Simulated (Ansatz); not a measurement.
**Al: biaxial strain −2.50 %, plane normal [111], relaxed out of plane**

Base system: Al in the fcc (Cu type) structure (space group Fm-3m, No. 225; a = 3.9937 Å; relaxed with 0.1 eV smearing). Axes: x, y, z lie along the cube axes.

Now apply this change: biaxial strain −2.50 %, plane normal [111], relaxed out of plane (Cartesian); in-plane vectors clamped, the third vector and the atoms free.

The values are results of r2SCAN, PAW, 500 eV (Ansatz, a quantum-chemistry and plane-wave program; spin-orbit coupling left out), not measurements. Settings: 28×28×28 k-points, 0.1 eV Fermi–Dirac smearing.

| quantity | base | changed | shift |
|---|---|---|---|
| volume per atom | 15.92 Å³ | 15.45 Å³ | -0.47 Å³ |
| space group | Fm-3m (No. 225) | R-3m (No. 166) | – |
| shortest interatomic distance | 5.336 bohr | 5.203 bohr | -0.133 bohr |
| energy relative to the base (free energy F) | 0 meV/atom | +11 meV/atom | +11 meV/atom |
| pressure (mean of the normal stresses, compression positive) | 0.0 GPa | 3.3 GPa | +3.3 GPa |
| band gap | zero | zero | – |
| out-of-plane strain | – | +2.06 % | – |
| ratio −ε⊥/ε∥ | – | 0.82 | – |
| mean in-plane stress (compression positive) | – | +5.0 GPa | – |

Cost of the whole job for the changed cell (relaxation, final SCF and bands): around 120 core-seconds (rough).

No phonon test of stability was made.
